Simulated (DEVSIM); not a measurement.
Structure: Schottky contact on p-type Si, at 300 K.

| layer (left to right) | material | thickness (μm) | Na (cm⁻³) | τn (s) | τp (s) |
|---|---|---|---|---|---|
| 1 | Si | 0.930 | 1.2e15 | 7.4e-5 | 7.4e-5 |
| 2 | Si | 40.0 | 1.1e18 | 7.4e-5 | 7.4e-5 |

Left contact: Schottky, work function 4.674 eV, emission velocity 3.1e6 cm/s. Right contact: ohmic. Voltage is applied to the left contact. Recombination: SRH at mid-gap, radiative. Mobility is constant in doping.

Constants are typed, rounded textbook-type inputs, not results; the design itself was drawn at random and stands for no fabricated device. Values at 300 K.

```csv
parameter,Si
gap (eV),1.124
affinity (eV),4.05
permittivity,11.7
Nc (cm⁻³),2.86e19
Nv (cm⁻³),3.1e19
μn (cm²/Vs),1417
μp (cm²/Vs),470
B (cm³/s),4.7e-15
```

Model (solved in DEVSIM): 1D drift-diffusion, Boltzmann statistics, complete ionisation; no tunnelling, impact ionisation, image-force lowering or self-heating. Metal contacts follow the ideal Schottky-Mott rule: no Fermi-level pinning, no interface dipoles.

The doping Na of layer 2 was swept, all else fixed.

```
doping Na of layer 2 (cm^-3)  dark forward voltage at 100 A/cm² (V)  potential step across the device at zero bias (V)
----------------------------  -------------------------------------  -------------------------------------------------
3.3e16                                                        0.464                                              0.323
1.1e17                                                        0.348                                              0.354
3.3e17                                                        0.316                                              0.383
1.1e18                                                        0.302                                              0.414
3.3e18                                                        0.299                                              0.442
1.1e19                                                        0.297                                              0.473
```

From the first row to the last the dark forward voltage at 100 A/cm² goes from 0.464 to 0.297. From the first row to the last the potential step across the device at zero bias goes from 0.323 to 0.473.
